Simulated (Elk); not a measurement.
Elk run on Mg₂Ge (Fm-3m, 3 atoms in the cell): self-consistent single point

Method of the run: Elk 10.2.4 with LDA (PW92), all-electron FP-LAPW, Elk's shipped species files, APW+lo basis with extra local orbitals.

Input:

```
tasks
  0

xctype
  3

rgkmax
  7.5

gmaxvr
  16.0

nxlo
  2

lorbcnd
  .true.

lmaxi
  3

stype
  0

swidth
  0.00183747

scale
  8.509952966

avec
    0.0000000000    0.7071067812    0.7071067812
    0.7071067812    0.0000000000    0.7071067812
    0.7071067812    0.7071067812    0.0000000000

atoms
  2   : nspecies
  'Mg.in'   : spfname
  2   : natoms; atposl, bfcmt below
  0.7500000000  0.7500000000  0.7500000000    0.0 0.0 0.0
  0.2500000000  0.2500000000  0.2500000000    0.0 0.0 0.0
  'Ge.in'   : spfname
  1   : natoms; atposl, bfcmt below
  0.0000000000  0.0000000000  0.0000000000    0.0 0.0 0.0

ngridk
  9 9 9
```

Output (repeated stretches shortened):

```
│ Elk code version 10.2.4 │

All units are atomic (Hartree, Bohr, etc.)

│ Ground-state run starting from atomic densities │

Lattice vectors :
   0.000000000       6.017445450       6.017445450
   6.017445450       0.000000000       6.017445450
   6.017445450       6.017445450       0.000000000

Unit cell volume      :    435.7791842
Brillouin zone volume :   0.5692107894

Muffin-tin inner radius fraction :   0.1000000000E-01

Nuclei treated as point charges

Species :    1 (Mg)
 parameters loaded from : Mg.in
 name : magnesium
 nuclear charge    :   -12.00000000
 electronic charge :    12.00000000
 atomic mass :    44305.30462
 muffin-tin radius :    2.200000000
 number of radial points in muffin-tin :    397
 atomic positions (lattice), magnetic fields (Cartesian) :
   1 :  -0.25000000 -0.25000000 -0.25000000    0.00000000  0.00000000  0.00000000
   2 :   0.25000000  0.25000000  0.25000000    0.00000000  0.00000000  0.00000000

Species :    2 (Ge)
 parameters loaded from : Ge.in
 name : germanium
 nuclear charge    :   -32.00000000
 electronic charge :    32.00000000
 atomic mass :    132414.6195
 muffin-tin radius :    2.400000000
 number of radial points in muffin-tin :    497
 atomic positions (lattice), magnetic fields (Cartesian) :
   1 :   0.00000000  0.00000000  0.00000000    0.00000000  0.00000000  0.00000000

Total number of atoms per unit cell :    3

Spin treatment :
 spin-unpolarised

Number of Bravais lattice symmetries :   48
Number of crystal symmetries         :   48
Crystal has inversion symmetry
Real symmetric eigensolver will be used

k-point grid :      9     9     9
k-point offset :    0.000000000       0.000000000       0.000000000
k-point set is reduced with full crystal symmetry group
Total number of k-points :       35

Muffin-tin radius times maximum |G+k| :    7.500000000
 using average radius
Maximum |G+k| for APW functions       :    3.308823529
Maximum (1/2)|G+k|²                   :    5.474156574
Maximum |G| for potential and density :    16.00000000
 potential will be trimmed for |G| > 2 gkmax
Constant for pseudocharge density :   10
Radial integration step length :    4

G-vector grid sizes :     45    45    45
Number of G-vectors :    30347

Maximum angular momentum used for
 APW functions                      :    8
 outer part of muffin-tin           :    6
 inner part of muffin-tin           :    3

Total nuclear charge    :   -56.00000000
Total core charge       :    22.00000000
Total valence charge    :    34.00000000
Total excess charge     :    0.000000000
Total electronic charge :    56.00000000

Effective Wigner radius, rₛ :    1.229315285

Number of empty states         :   12
Total number of valence states :   29
Total number of core states    :   22

Conduction state local-orbitals added automatically
Total number of local-orbitals :  218

Exchange-correlation functional :      3     0     0
 Perdew-Wang/Ceperley-Alder, Phys. Rev. B 45, 13244 (1992)
 gradient requirement :    0
 local density approximation (LDA)

Smearing type :    0
 Gaussian
Smearing width :   0.1837470000E-02
Effective electronic temperature (K) :    580.2271348

Mixing type :    3
 Broyden mixing, J. Phys. A: Math. Gen. 17, L317 (1984)

Kohn-Sham potential initialised from atomic data

│ Self-consistent loop started │
│ Loop number : 1 │
 total energy                :     -2500.19537678
│ Loop number : 2 │
 total energy                :     -2500.10508970
RMS change in Kohn-Sham potential (target) :   0.6964921125E-01 (  0.1000000000E-05)
Absolute change in total energy (target)   :   0.9028708174E-01 (  0.1000000000E-03)
│ Loop number : 3 │
 total energy                :     -2498.94791635
RMS change in Kohn-Sham potential (target) :   0.5111624247E-01 (  0.1000000000E-05)
Absolute change in total energy (target)   :    1.179745122     (  0.1000000000E-03)
│ Loop number : 4 │
 total energy                :     -2498.18960023
RMS change in Kohn-Sham potential (target) :   0.4039924806E-01 (  0.1000000000E-05)
Absolute change in total energy (target)   :    1.053252393     (  0.1000000000E-03)
│ Loop number : 5 │
 total energy                :     -2496.72013796
RMS change in Kohn-Sham potential (target) :   0.2011955953E-01 (  0.1000000000E-05)
Absolute change in total energy (target)   :    1.732775368     (  0.1000000000E-03)
│ Loop number : 6 │
 total energy                :     -2495.67495614
RMS change in Kohn-Sham potential (target) :   0.5545211315E-02 (  0.1000000000E-05)
Absolute change in total energy (target)   :    1.478375663     (  0.1000000000E-03)
│ Loop number : 7 │
 total energy                :     -2495.28008994
RMS change in Kohn-Sham potential (target) :   0.1126297956E-03 (  0.1000000000E-05)
Absolute change in total energy (target)   :   0.7644601179     (  0.1000000000E-03)
│ Loop number : 8 │
 total energy                :     -2495.27237363
RMS change in Kohn-Sham potential (target) :   0.6626586103E-04 (  0.1000000000E-05)
Absolute change in total energy (target)   :   0.1988313431     (  0.1000000000E-03)
│ Loop number : 9 │
 total energy                :     -2495.26679126
RMS change in Kohn-Sham potential (target) :   0.1112984732E-04 (  0.1000000000E-05)
Absolute change in total energy (target)   :   0.5529019910E-01 (  0.1000000000E-03)
│ Loop number : 10 │
 total energy                :     -2495.26617231
RMS change in Kohn-Sham potential (target) :   0.9124120956E-05 (  0.1000000000E-05)
Absolute change in total energy (target)   :   0.1444150854E-01 (  0.1000000000E-03)
│ Loop number : 11 │
 total energy                :     -2495.26591351
RMS change in Kohn-Sham potential (target) :   0.1501220393E-05 (  0.1000000000E-05)
Absolute change in total energy (target)   :   0.3869168174E-02 (  0.1000000000E-03)
│ Loop number : 12 │
 total energy                :     -2495.26588194
RMS change in Kohn-Sham potential (target) :   0.6626948479E-06 (  0.1000000000E-05)
Absolute change in total energy (target)   :   0.9988709339E-03 (  0.1000000000E-03)
│ Loop number : 13 │
 total energy                :     -2495.26584935
RMS change in Kohn-Sham potential (target) :   0.6431593489E-07 (  0.1000000000E-05)
Absolute change in total energy (target)   :   0.2823011018E-03 (  0.1000000000E-03)
│ Loop number : 14 │
 total energy                :     -2495.26584621
RMS change in Kohn-Sham potential (target) :   0.2995842618E-07 (  0.1000000000E-05)
Absolute change in total energy (target)   :   0.7371951870E-04 (  0.1000000000E-03)
Convergence targets achieved

│ Loop number : 15 │

Energies :
 Fermi                       :     0.158232843917
 sum of eigenvalues          :     -1417.49650410
 electron kinetic            :      2538.64348560
 core electron kinetic       :      2250.07225615
 Coulomb                     :     -4925.86914381
 Coulomb potential           :     -3813.16938773
 nuclear-nuclear             :     -270.412129542
 electron-nuclear            :     -5497.74464082
 Hartree                     :      842.287626543
 Madelung                    :     -3019.28444995
 xc potential                :     -142.970601968
 exchange                    :     -103.358033811
 correlation                 :     -4.68215526237
 total energy                :     -2495.26584729

Density of states at Fermi energy :   0.3972662539E-01
 (states/Hartree/unit cell)

Estimated indirect band gap :   0.8370475670E-02
 from k-point      1 to k-point     24
Estimated direct band gap   :   0.3425209636E-01
 at k-point      1

Charges :
 core                        :    22.00000000
 valence                     :    34.00000000
 interstitial                :    4.323054818
 muffin-tins (core leakage)
  species :    1 (Mg)
   atom    1                 :    10.49103711     (  0.6661338148E-15)
   atom    2                 :    10.49103711     (  0.6661338148E-15)
  species :    2 (Ge)
   atom    1                 :    30.69487097     (  0.3494781212E-03)
 total in muffin-tins        :    51.67694518
 total calculated charge     :    55.98107749
 total charge                :    56.00000000
 error                       :   0.1892250692E-01

│ Self-consistent loop stopped │
```

The run converged in 15 iterations. The count includes the last loop, which Elk runs after its targets are met.

The starting cell comes from a database of computed structures (which also holds hypothetical and non-ambient phases and stackings), without a prior relaxation at this level. Values depend on the basis (sphere radii, cutoffs, local orbitals), which need not be converged.
